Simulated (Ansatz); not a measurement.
Consider MoTe2 (space group P6_3/mmc, No. 194; layered, stacked along the Cartesian z axis).

```yaml
crystal:
  lattice:
    - [3.43402, 0.00000, 0.00000]
    - [-1.71701, 2.97395, 0.00000]
    - [0.00000, 0.00000, 13.32941]
  atoms:
    - { symbol: Te, position: [0.66667, 0.33333, 0.38621] }
    - { symbol: Te, position: [0.33333, 0.66667, 0.88621] }
    - { symbol: Te, position: [0.33333, 0.66667, 0.61379] }
    - { symbol: Te, position: [0.66667, 0.33333, 0.11379] }
    - { symbol: Mo, position: [0.66667, 0.33333, 0.75000] }
    - { symbol: Mo, position: [0.33333, 0.66667, 0.25000] }
```

Cartesian axes are those of the cell as printed.

Computed with PBEsol-D3(BJ) in Ansatz (plane waves to 420 eV, PAW, no spin-orbit coupling).

Base values:

* **Pressure**: 0.00 GPa

It is then changed as follows: a pure shear with ε_xz = ε_zx = 0.0200, atoms relaxed at fixed cell.

How does this affect the energy relative to the base?

The energy grows by 5.2 meV/atom.

Predict the new pressure.

The pressure (mean of the normal stresses, compression positive) goes from zero to 0.24 GPa.

Predict the new largest internal atomic displacement.

The largest internal atomic displacement amounts to 0.063 Å.

The cells carry an imposed strain or load. Whether these cells are dynamically stable was not tested.

Ansatz is an electronic-structure program.
